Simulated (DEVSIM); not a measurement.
Device: abrupt Si p-n junction, at 500 K.

Layer 1 from the left is Si, thickness (μm) 0.110, Na (cm⁻³) 1.6e17, τn (s) 2.5e-7, τp (s) 2.5e-7. Layer 2 from the left is Si, thickness (μm) 0.490, Nd (cm⁻³) 2e16, τn (s) 2.5e-7, τp (s) 2.5e-7.

Left contact: ohmic. Right contact: ohmic. Voltage is applied to the left contact. Recombination: SRH at mid-gap. Mobility is μmin + (μ − μmin)/(1 + (N/Nref)^α).

This is a model device: material constants are rounded textbook-type values typed into the input, and sizes, dopings and lifetimes were drawn at random. Values at 300 K; Nc and Nv go as T^1.5, mobilities as T to minus their exponent, the gap by Varshni's rule with the affinity fixed.

Si: gap (eV) 1.124, affinity (eV) 4.05, permittivity 11.7, Nc (cm⁻³) 2.86e19, Nv (cm⁻³) 3.1e19, μn (cm²/Vs) 1417, μp (cm²/Vs) 470, μn,min 52, μp,min 45, Nref,n 9.7e16, Nref,p 2.2e17, αn 0.68, αp 0.72, T exponent of μn 2.3, T exponent of μp 2.2, Varshni α (eV/K) 0.000473, Varshni β (K) 636.

DEVSIM, 1D drift-diffusion, Boltzmann statistics, complete ionisation; no tunnelling, impact ionisation, image-force lowering or self-heating.

Dark forward current:

| |V| (V) | |J| (A/cm²) |
|---|---|
| 0.05 | 0.3810 |
| 0.10 | 1.557 |
| 0.15 | 5.186 |
| 0.20 | 16.30 |
| 0.25 | 49.55 |
| 0.30 | 144.1 |
| 0.35 | 387.7 |
| 0.40 | 930.6 |
| 0.45 | 1956 |
| 0.50 | 3619 |

Work out the local ideality factor n = ΔV / (kT/q · ln(J2/J1)) between the rows 0.20 and 0.25 V, 0.45 and 0.50 V.

kT/q = 43.09 mV. From 0.20 to 0.25 V: ln(49.55/16.30) = 1.112, n = 1.04, near the 1 of diffusion or emission over a barrier. From 0.45 to 0.50 V: ln(3619/1956) = 0.615, n = 1.89.

Estimate the current at 0.20 V from the Shockley equation with J0 = Σ q ni² D/(N L) coth(W/L), τ joining the SRH, radiative and Auger lifetimes that are on, and W taken as the whole layer.

ni² = 7.51e28 cm⁻⁶; electrons in the p layer: μ = 191 cm²/Vs, D = 8.24 cm²/s, τ = 2.50e-7 s, L = 14.4 μm, W/L = 0.0077, term 0.0563 A/cm²; holes in the n layer: μ = 132 cm²/Vs, D = 5.68 cm²/s, τ = 2.50e-7 s, L = 11.9 μm, W/L = 0.041, term 0.0698 A/cm². J0 = 0.126 A/cm², and J = J0 exp(qV/kT) = 13.1 A/cm². The simulation gives 16.3 A/cm²; the estimate lies 20 % below. The estimate leaves out recombination in the depletion region and that region's share of W.
